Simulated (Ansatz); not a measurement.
Start from Nb in the bcc (W type) structure (space group Im-3m, No. 229; a = 3.311 Å; relaxed with 0.1 eV smearing).

(Cell as relaxed with PBE.)

Levels (all Ansatz, a quantum-chemistry and plane-wave program, PAW): PBE (420 eV, no spin-orbit coupling); r2SCAN (500 eV, spin-orbit coupling left out).

Each level relaxes its own structure.

```json
[
 {"base": "volume per atom", "PBE": "18.16 Å³", "r2SCAN": "18.04 Å³"},
 {"base": "lattice parameter a", "PBE": "3.311 Å", "r2SCAN": "3.304 Å"},
 {"base": "band gap", "PBE": "zero", "r2SCAN": "zero"}
]
```

It is then changed as follows: every lattice vector is shortened by 5.10 %; the atoms relax in the strained cell.

| quantity | PBE | r2SCAN |
|---|---|---|
| energy relative to the base (free energy F) | +0.257 eV/atom | ___ |
| pressure | 35.3 GPa | ___ |

Question: What does r2SCAN give?

Answer: 
- energy relative to the base (free energy F), r2SCAN: +0.261 eV/atom
- pressure, r2SCAN: 36.0 GPa

PBE's energy relative to the base lies 0.0040 eV/atom below r2SCAN's; PBE's pressure lies 0.7 GPa below r2SCAN's. Neither level is exact; r2SCAN is the comparison here, not a measurement.

No phonon test of stability was made. All final runs are without spin polarisation.
